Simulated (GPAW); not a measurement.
Band structure of CeTe (Fm-3m, 2 atoms in the cell).

```
CELL_PARAMETERS angstrom
      0.00000     3.21312     3.21312
      3.21312     0.00000     3.21312
      3.21312     3.21312     0.00000
ATOMIC_POSITIONS crystal
  Ce 0.00000 0.00000 0.00000
  Te 0.50000 0.50000 0.50000
```
Moments meant for the start (each program seeds them in its own way; μB, in the order of the atoms Ce Te): 1.0 0.0.

Level of theory: LDA (Perdew-Wang 92), GPAW PAW datasets LDA (gpaw-data 1.0.1) (plane waves; GPAW).

Settings: spinpol = true; mode = pw; ecut = 850 eV; xc = LDA; kpts = 5 5 5; mesh shift (steps) = 0.5 0.5 0.5; occupations.name = methfessel-paxton; occupations.width = 0.272 eV; occupations.order = 1; nbands = -10; convergence.forces = 0.001 eV/Å; symmetry.symmorphic = false; symmetry.tolerance = 0.0005; maxiter = 100.

The starting cell comes from a database of computed structures (which also holds hypothetical and non-ambient phases and stackings), without a prior relaxation at this level. Spin-orbit coupling is off. With one magnetic atom in the cell only a parallel order is possible. With U or open f shells several self-consistent states can exist. The f electrons are in the valence without U or exact exchange, which can misplace them near the Fermi level. Spin-orbit terms, which matter for f shells, are left out.

Levels in eV from the Fermi level, bands 6 to 13 of the first spin channel:
| point | 6 | 7 | 8 | 9 | 10 | 11 | 12 | 13 |
|---|---|---|---|---|---|---|---|---|
| Γ | -2.25 | -2.25 | -2.25 | 0.01 | 0.07 | 0.07 | 0.07 | 0.27 |
| X | -3.66 | -2.67 | -2.67 | -1.48 | 0.11 | 0.12 | 0.16 | 0.16 |
| W | -3.91 | -3.47 | -3.47 | -0.10 | -0.10 | 0.14 | 0.14 | 0.18 |
| K | -3.91 | -3.60 | -3.23 | -0.49 | 0.08 | 0.09 | 0.15 | 0.17 |
| L | -5.18 | -3.74 | -3.74 | -0.06 | 0.06 | 0.06 | 0.19 | 0.19 |
| U | -3.91 | -3.60 | -3.23 | -0.49 | 0.08 | 0.09 | 0.15 | 0.17 |

Bands cross the Fermi level along this path, so the cell is metallic at this level.

The net moment of the cell came out as 1.15 μB.
